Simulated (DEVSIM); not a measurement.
Structure: Schottky contact on n-type GaN, at 500 K.

Layer 1 from the left is GaN, thickness (μm) 6.10, Nd (cm⁻³) 2.8e17, τn (s) 3e-9, τp (s) 3e-9.

Left contact: Schottky, work function 5.72 eV, emission velocity 1.5e6 cm/s. Right contact: ohmic. Voltage is applied to the left contact. Recombination: SRH at mid-gap, radiative, Auger. Mobility is constant in doping.

The device is made up for the run: typed textbook-type constants, with dimensions and the other settings drawn at random. Values at 300 K; Nc and Nv go as T^1.5, mobilities as T to minus their exponent, the gap by Varshni's rule with the affinity fixed.

GaN: gap (eV) 3.43, affinity (eV) 4.1, permittivity 9.5, Nc (cm⁻³) 2.3e18, Nv (cm⁻³) 4.6e19, μn (cm²/Vs) 1200, μp (cm²/Vs) 100, T exponent of μn 1.5, T exponent of μp 2, B (cm³/s) 1e-11, Cn (cm⁶/s) 1e-30, Cp (cm⁶/s) 1e-30, Varshni α (eV/K) 0.00091, Varshni β (K) 830.

Simulated with DEVSIM: 1D drift-diffusion, Boltzmann statistics, complete ionisation; no tunnelling, impact ionisation, image-force lowering or self-heating. Metal contacts follow the ideal Schottky-Mott rule: no Fermi-level pinning, no interface dipoles.

Dark forward current:

```csv
|V| (V),|J| (A/cm²)
0.05,1.214e-10
0.10,5.086e-10
0.15,1.744e-9
0.20,5.687e-9
0.25,1.827e-8
0.30,5.841e-8
0.35,1.865e-7
0.40,5.952e-7
0.45,1.899e-6
0.50,6.060e-6
0.55,1.933e-5
0.60,6.169e-5
0.65,0.0001968
0.70,0.0006279
0.75,0.002003
0.80,0.006390
0.85,0.02038
0.90,0.06501
0.95,0.2073
1.00,0.6610
1.05,2.106
1.10,6.697
1.15,21.17
1.20,65.75
1.25,194.6
1.30,516.4
```

Question: Work out the local ideality factor n = ΔV / (kT/q · ln(J2/J1)) between the rows 0.20 and 0.25 V, 1.25 and 1.30 V.

Answer: kT/q = 43.09 mV. From 0.20 to 0.25 V: ln(1.827e-8/5.687e-9) = 1.167, n = 0.99, near the 1 of diffusion or emission over a barrier. From 1.25 to 1.30 V: ln(516.4/194.6) = 0.976, n = 1.19; the layers' resistance at their doping, Σ W/(qμN) = 2.4e-5 Ω cm², would take 7.8 mV of this step of 50 mV.

Question: Estimate the current at 0.70 V for emission alone, J0 = q v N_band exp(−φB/kT), and read the barrier back from the simulated current.

Answer: φB = 1.620 eV, N_band = 4.95e18 cm⁻³, J0 = 5.59e-11 A/cm²; J = J0 (exp(qV/kT) − 1) = 0.000635 A/cm². The simulation gives 0.000628 A/cm²; the estimate lies 1.1 % above. Read backwards, the simulated current gives an apparent barrier of 1.620 eV. The estimate leaves out transport through the depletion region and minority injection.
